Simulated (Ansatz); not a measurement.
The structure below was relaxed with PBEsol (Ansatz, a program for electronic structure), no spin-orbit coupling, at pressure 15 GPa.

```yaml
crystal:
  lattice:
    - [0.00000, 2.21529, 2.21529]
    - [2.21529, 0.00000, 2.21529]
    - [2.21529, 2.21529, 0.00000]
  atoms:
    - { symbol: N, position: [0.00000, 0.00000, 0.00000] }
    - { symbol: Hf, position: [0.50000, 0.50000, 0.50000] }
```

**Question.** Find the space group and the Wyckoff positions.

**Answer.** Space group Fm-3m (No. 225); a = b = c = 4.4306 Å, α = β = γ = 90.00°

```
atom  site  symmetry       x       y       z
----  ----  --------  ------  ------  ------
N       4a      m-3m  0.0000  0.0000  0.0000
Hf      4b      m-3m  0.5000  0.5000  0.5000
```

**Question.** Describe the coordination.

**Answer.** The crystal has 8 atoms in its conventional cell. Conventional cell: a = 4.4306 Å, b = 4.4306 Å, c = 4.4306 Å, α = 90.00°, β = 90.00°, γ = 90.00°. N sees 6 Hf at 2.215 Å (octahedral). Hf sees 6 N at 2.215 Å (octahedral). (Neighbours: up to the widest gap in distance over summed covalent radii, below 1.35, at either atom; cation-cation and far metal-metal contacts left out.)

Load acts through the strain it causes; cell and atoms are relaxed under it. No phonon test of stability was made. Competing high-pressure phases were not computed. All final runs are without spin polarisation. The cell was made from HfN in the rock salt structure (space group Fm-3m, No. 225) by this change: pressure 15 GPa.
